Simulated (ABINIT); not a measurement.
Input and output of a self-consistent single point for SiC (P6_3mc, 12 atoms in the cell) (ABINIT).

Computed with PBE, PAW (JTH v2.0 PBE PAW) (plane waves; ABINIT).

```
CELL_PARAMETERS angstrom
      3.00032     0.00000     0.00000
     -1.50016     2.59835     0.00000
      0.00000     0.00000    14.72365
ATOMIC_POSITIONS crystal
  Si 0.33333 0.66667 0.83299
  Si 0.66667 0.33333 0.33299
  Si 0.66667 0.33333 0.66650
  Si 0.33333 0.66667 0.16650
  Si 0.00000 0.00000 0.49973
  Si 0.00000 0.00000 0.99973
  C  0.00000 0.00000 0.87437
  C  0.00000 0.00000 0.37437
  C  0.33333 0.66667 0.70800
  C  0.66667 0.33333 0.20800
  C  0.66667 0.33333 0.54152
  C  0.33333 0.66667 0.04152
```

Reference input (self-consistent single point, DFT, PBE, plane waves, PAW (JTH v2.0 PBE PAW)): pseudos = [Si.GGA_PBE-JTH.xml, C.GGA_PBE-JTH.xml]; ecut = 571 eV; pawecutdg = 1143 eV; pawxcdev = 0; ixc = 11; occopt = 7; tsmear = 0.00036749 Ha; ngkpt = 8 8 1; nshiftk = 1; shiftk = 0 0 0; potentials = JTH v2.0 PBE PAW; nband = 31. This run's input differs from it in these lines:

```diff
@@ -26,3 +26,3 @@
 ecut 571 eV
-pawecutdg 1143 eV
+pawecutdg 1714 eV
 pawxcdev 0
```

The program printed (abridged):

```
--- !BeginCycle
solver: {iscf: 17, nstep: 60, nline: 4, wfoptalg: 10, }
tolerances: {tolvrs: 1.00E-10, }
...

     iter   Etot(hartree)      deltaE(h)  residm     nres2
 ETOT  1  -58.717361888441    -5.872E+01 8.358E-02 2.404E+02
 ETOT  2  -58.476902717591     2.405E-01 1.874E-02 2.154E+01
 ETOT  3  -58.465602009867     1.130E-02 4.157E-03 2.958E+00
 ETOT  4  -58.465735588118    -1.336E-04 1.402E-03 4.125E-02
 ETOT  5  -58.465821604027    -8.602E-05 5.702E-04 6.410E-03
   [... 8 lines left out ...]
 ETOT 14  -58.465870674003    -7.782E-10 9.346E-06 5.419E-09
 ETOT 15  -58.465870674250    -2.470E-10 6.205E-06 1.349E-10
 ETOT 16  -58.465870674331    -8.045E-11 3.825E-06 3.982E-10
 ETOT 17  -58.465870674355    -2.395E-11 2.547E-06 9.889E-11
 At SCF step   17       nres2   =  9.89E-11 < tolvrs=  1.00E-10 =>converged.

 Cartesian components of stress tensor (hartree/bohr^3)
  sigma(1 1)= -7.83429107E-04  sigma(3 2)=  0.00000000E+00
  sigma(2 2)= -7.83429107E-04  sigma(3 1)=  0.00000000E+00
  sigma(3 3)= -7.73410044E-04  sigma(2 1)= -5.73850880E-15

 ----iterations are completed or convergence reached----

 reduced coordinates (array xred) for   12 atoms
       0.333333333333      0.666666666667      0.832990000000
       0.666666666667      0.333333333333      0.332990000000
       0.666666666667      0.333333333333      0.666500000000
       0.333333333333      0.666666666667      0.166500000000
       0.000000000000      0.000000000000      0.499730000000
       0.000000000000      0.000000000000      0.999730000000
   [... lines left out ...]
 Fermi (or HOMO) energy (hartree) =   0.37973   Average Vxc (hartree)=  -0.43365
 Fermi (or HOMO) energy (eV) =  10.33284   Average Vxc (eV)= -11.80027
   [... lines left out ...]
'-kT*entropy'       : -6.25398844298948E-19
total_energy        : -5.84658701086105E+01
total_energy_eV     : -1.59093723423430E+03
...

-Cartesian components of stress tensor (GPa)         [Pressure=  2.2951E+01 GPa]
- sigma(1 1)= -2.30492762E+01  sigma(3 2)=  0.00000000E+00
- sigma(2 2)= -2.30492762E+01  sigma(3 1)=  0.00000000E+00
- sigma(3 3)= -2.27545053E+01  sigma(2 1)= -1.68832729E-10

 Calculation completed.
```

The run converged in 17 iterations. Against the reference run the free energy goes up by 1.4 meV/atom, the pressure goes from 23.11 to 22.95 GPa, the largest force moves little (0.021 to 0.019 eV/Å) and the gap on the mesh hardly changes (2.009 to 2.008 eV).

The starting cell comes from a database of computed structures (which also holds hypothetical and non-ambient phases and stackings), without a prior relaxation at this level. Its lattice was rescaled by a random factor within 2.5 % of one.

Cost on one core of a shared machine: roughly 4 min.
